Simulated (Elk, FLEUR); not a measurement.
A FLEUR input for a self-consistent single point of Nb3Sb (Pm-3n, 8 atoms in the cell) (DFT, LDA (Vosko-Wilk-Nusair), all-electron FLAPW (FLEUR), scalar-relativistic valence):

Input of the input generator:

```
Nb3Sb
&input film=f /
5.3024700000 0.0000000000 0.0000000000
0.0000000000 5.3024700000 0.0000000000
0.0000000000 0.0000000000 5.3024700000
1.8897261246
1.0 1.0 1.0

8
41 0.2500000000 0.0000000000 0.5000000000
41 0.7500000000 0.0000000000 0.5000000000
41 0.5000000000 0.7500000000 0.0000000000
41 0.5000000000 0.2500000000 0.0000000000
41 0.0000000000 0.5000000000 0.7500000000
41 0.0000000000 0.5000000000 0.2500000000
51 0.0000000000 0.0000000000 0.0000000000
51 0.5000000000 0.5000000000 0.5000000000

&comp jspins=1 /
&exco xctyp='vwn' /
&kpt div1=5 div2=5 div3=5 /
&end /
```

```xml
<?xml version="1.0" encoding="UTF-8" standalone="no"?>
<fleurInput fleurInputVersion="0.39">
   <comment>
      Nb3Sb                                                                                               
   </comment>
   <calculationSetup>
      <cutoffs Kmax="4.4" Gmax="17.6" GmaxXC="17.6" numbands="0"/>
      <scfLoop itmax="60" minDistance="0.00001" maxIterBroyd="40" imix="Anderson" alpha="0.05" precondParam="0.0" spinf="2.0"/>
      <coreElectrons ctail="T" frcor="F" kcrel="0" coretail_lmax="0"/>
      <xcFunctional name="vwn" relativisticCorrections="F"/>
      <magnetism jspins="1"/>
      <soc l_soc="F" theta="0.0" phi="0.0" spav="F"/>
      <expertModes spex="0" secvar="F"/>
      <geometryOptimization l_f="T" forcealpha="1.0" forcemix="BFGS" epsdisp="0.00001" epsforce="0.00001"/>
      <ldaU l_linMix="F" mixParam="0.05" spinf="1.0"/>
   </calculationSetup>
   <cell>
      <bzIntegration valenceElectrons="108.0" mode="hist" fermiSmearingEnergy="0.00367493">
         <kPointListSelection listName="default-1"/>
         <!-- k-points included here -->
         <xi:include xmlns:xi="http://www.w3.org/2001/XInclude" href="kpts.xml"> </xi:include>
      </bzIntegration>
      <!-- symmetry operations included here -->
      <xi:include xmlns:xi="http://www.w3.org/2001/XInclude" href="sym.xml"> </xi:include>
      <bulkLattice scale="1.0">
         <bravaisMatrix>
            <row-1>   10.0202160839077603     0.0000000000000000     0.0000000000000000</row-1>
            <row-2>    0.0000000000000000    10.0202160839077603     0.0000000000000000</row-2>
            <row-3>    0.0000000000000000     0.0000000000000000    10.0202160839077603</row-3>
         </bravaisMatrix>
      </bulkLattice>
   </cell>
   <atomSpecies>
      <species name="Niobium (Nb)" element="Nb" atomicNumber="41">
         <mtSphere radius="2.29" gridPoints="807" logIncrement="0.016"/>
         <atomicCutoffs lmax="10" lnonsphr="8"/>
         <electronConfig flipSpins="F">
            <coreConfig>(1s1/2) (2s1/2) (2p1/2) (2p3/2) (3s1/2) (3p1/2) (3p3/2) (3d3/2) (3d5/2)</coreConfig>
            <valenceConfig>(4s1/2) (4p1/2) (4p3/2) (5s1/2) (4d3/2) (4d5/2)</valenceConfig>
            <stateOccupation state="(5s1/2)" spinUp="0.5" spinDown="0.5"/>
            <stateOccupation state="(4d3/2)" spinUp="0.8" spinDown="0.8"/>
            <stateOccupation state="(4d5/2)" spinUp="1.2" spinDown="1.2"/>
         </electronConfig>
         <energyParameters s="5" p="5" d="4" f="4"/>
         <lo type="SCLO" l="0" n="4" eDeriv="0"/>
         <lo type="SCLO" l="1" n="4" eDeriv="0"/>
      </species>
      <species name="Antimony (Sb)" element="Sb" atomicNumber="51">
         <mtSphere radius="2.63" gridPoints="925" logIncrement="0.014"/>
         <atomicCutoffs lmax="10" lnonsphr="8"/>
         <electronConfig flipSpins="F">
            <coreConfig>(1s1/2) (2s1/2) (2p1/2) (2p3/2) (3s1/2) (3p1/2) (3p3/2) (4s1/2) (3d3/2) (3d5/2) (4p1/2) (4p3/2)</coreConfig>
            <valenceConfig>(5s1/2) (4d3/2) (4d5/2) (5p1/2) (5p3/2)</valenceConfig>
            <stateOccupation state="(5p1/2)" spinUp="0.5" spinDown="0.5"/>
            <stateOccupation state="(5p3/2)" spinUp="1.0" spinDown="1.0"/>
         </electronConfig>
         <energyParameters s="5" p="5" d="5" f="4"/>
         <lo type="SCLO" l="2" n="4" eDeriv="0"/>
      </species>
   </atomSpecies>
   <atomGroups>
      <atomGroup species="Niobium (Nb)">
         <relPos label="                   1">1.000/4.000 .0000000000 1.000/2.000</relPos>
         <relPos label="                   2">-1.000/4.000 .0000000000 1.000/2.000</relPos>
         <relPos label="                   3">1.000/2.000 -1.000/4.000 .0000000000</relPos>
         <relPos label="                   4">1.000/2.000 1.000/4.000 .0000000000</relPos>
         <relPos label="                   5">.0000000000 1.000/2.000 -1.000/4.000</relPos>
         <relPos label="                   6">.0000000000 1.000/2.000 1.000/4.000</relPos>
         <force calculate="T" relaxXYZ="TTT"/>
      </atomGroup>
      <atomGroup species="Antimony (Sb)">
         <relPos label="                   7">.0000000000 .0000000000 .0000000000</relPos>
         <relPos label="                   8">1.000/2.000 1.000/2.000 1.000/2.000</relPos>
         <force calculate="T" relaxXYZ="TTT"/>
      </atomGroup>
   </atomGroups>
   <output dos="F" band="F" slice="F">
      <checks vchk="F" cdinf="F"/>
      <bandDOS minEnergy="-.5*Htr" maxEnergy="0.5*Htr" sigma="0.015" storeEVData="T"/>
      <vacuumDOS vacdos="F" integ="F" star="F" nstars="0" locx1="0.0" locy1="0.0" locx2="0.0" locy2="0.0" nstm="0" tworkf="0.0"/>
      <unfoldingBand unfoldBand="F" supercellX="1" supercellY="1" supercellZ="1"/>
      <plotting iplot="0" polar="F">
         <plot TwoD="T" vec1="  1.0  0.0  0.0" vec2="  0.0  1.0  0.0" vec3="  0.0  0.0  1.0" zero="  0.0  0.0  0.0" file="plot"/>
      </plotting>
      <chargeDensitySlicing numkpt="0" minEigenval="0.0" maxEigenval="0.0" nnne="0" pallst="F"/>
      <specialOutput eonly="F"/>
      <magneticCircularDichroism mcd="F" energyLo="-10.0" energyUp="0.0"/>
   </output>
  <!-- We include the file relax.xml here to enable relaxations (see documentation) -->
  <xi:include xmlns:xi="http://www.w3.org/2001/XInclude" href="relax.xml"> <xi:fallback/> </xi:include>
</fleurInput>
```

**Question.** Give the Elk input for the same structure, mesh, smearing and functional.

**Answer.** This is the input that was run; spellings and numerical settings could be chosen otherwise.

```
tasks
  0

rmtscf
  0.9

swidth
  0.00367493

maxscl
  100

scale
  10.02021608

avec
    1.0000000000    0.0000000000    0.0000000000
    0.0000000000    1.0000000000    0.0000000000
    0.0000000000    0.0000000000    1.0000000000

sppath
  'species/'

atoms
  2
  'Nb.in'
  6
  0.2500000000  0.0000000000  0.5000000000    0.0 0.0 0.0
  0.7500000000  0.0000000000  0.5000000000    0.0 0.0 0.0
  0.5000000000  0.7500000000  0.0000000000    0.0 0.0 0.0
  0.5000000000  0.2500000000  0.0000000000    0.0 0.0 0.0
  0.0000000000  0.5000000000  0.7500000000    0.0 0.0 0.0
  0.0000000000  0.5000000000  0.2500000000    0.0 0.0 0.0
  'Sb.in'
  2
  0.0000000000  0.0000000000  0.0000000000    0.0 0.0 0.0
  0.5000000000  0.5000000000  0.5000000000    0.0 0.0 0.0

ngridk
  5 5 5
```

Basis, cutoffs, solver keys and any potentials are the target program's own. This input uses DFT, LDA (PW92), all-electron FP-LAPW, Elk's shipped species files, default APW+lo basis. LDA parametrisations can differ slightly between programs.

The starting cell comes from a database of computed structures (which also holds hypothetical and non-ambient phases and stackings), without a prior relaxation at this level. Its lattice was rescaled by a random factor within 2.5 % of one.
